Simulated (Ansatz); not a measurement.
We consider CsCl-type FeAl, described by PBE in Ansatz (PAW).

Settings: plane-wave cutoff 520 eV, 16×16×16 k mesh, Fermi–Dirac smearing 0.1 eV, perturbation theory, no spin polarisation, scalar-relativistic PAW data made under PBE.

Computed at the level's own relaxed cell.

Q: Estimate the TO(Γ) frequency that the calculation returns.

A: 
- TO(Γ) frequency = 348 cm⁻¹

Ansatz is a quantum-chemistry and plane-wave program.
